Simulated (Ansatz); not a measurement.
Base system: Sn in the diamond structure (space group Fd-3m, No. 227; a = 6.569 Å).

All numbers come from Kohn–Sham DFT with the r2SCAN functional, run in Ansatz (a first-principles code) with PAW and 500 eV plane waves, without spin-orbit coupling, earlier PAW set.

Before the change:

| Item | Value |
|---|---|
| Pressure | 0.0 GPa |
| Band gap | zero |

Perturbation: the cell is scaled by 1.0172 in all directions; the atoms relax in the strained cell.

**Question.** Predict the new energy relative to the base, pressure and band gap.

**Answer.** The energy rises by 12 meV/atom; the pressure goes from zero to -1.9 GPa; the band gap stays zero.

No phonon test of stability was made.
